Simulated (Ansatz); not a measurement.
Base system: Pt in the fcc (Cu type) structure (space group Fm-3m, No. 225; relaxed with 0.1 eV smearing).

```
CELL_PARAMETERS angstrom
      0.00000     1.95989     1.95989
      1.95989     0.00000     1.95989
      1.95989     1.95989     0.00000
ATOMIC_POSITIONS crystal
  Pt 0.00000 0.00000 0.00000
```

The values are results of PBEsol (Ansatz, a quantum-chemistry and plane-wave program; PAW; 420 eV plane waves; spin-orbit coupling left out), not measurements.

Before the change:

* **Pressure**: 0.0 GPa
* **Band gap**: zero

Now apply this change: an isotropic linear strain of +2.50 %, atoms relaxed at fixed cell.

Q: What happens to the energy relative to the base, pressure and band gap?

A: The energy grows by 68 meV/atom; the pressure goes from zero to -17.3 GPa; the band gap is still zero.

Stability against distortions was not tested. All final runs are without spin polarisation. Pt lies near a magnetic instability that expansion can trigger; it was not tested.
